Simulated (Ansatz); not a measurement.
Consider Cu3N (space group Pm-3m, No. 221).

```yaml
crystal:
  lattice:
    - [3.72085, 0.00000, 0.00000]
    - [0.00000, 3.72085, 0.00000]
    - [0.00000, 0.00000, 3.72085]
  atoms:
    - { symbol: Cu, position: [0.50000, 0.00000, 0.00000] }
    - { symbol: Cu, position: [0.00000, 0.50000, 0.00000] }
    - { symbol: Cu, position: [0.00000, 0.00000, 0.50000] }
    - { symbol: N, position: [0.00000, 0.00000, 0.00000] }
```

Cartesian axes are those of the cell as printed.

All numbers come from LDA (Ansatz, a first-principles code; PAW; 420 eV plane waves; no SOC).

Before the change:

* **Pressure**: 0.0 GPa
* **Shortest interatomic distance**: 1.860 Å

Modification: compressive biaxial strain of 1.00 % in the plane normal to [111], as in epitaxy on a mismatched substrate; the out-of-plane cell vector and the atoms relax.

### Question
Predict the new pressure, energy relative to the base and shortest interatomic distance.

### Answer
The pressure (mean of the normal stresses, compression positive) goes from zero to 0.7 GPa; the energy increases by 0.8 meV/atom; the shortest interatomic distance shrinks by 0.0027 Å to 1.858 Å.

Stability against distortions was not tested. All final runs are without spin polarisation.
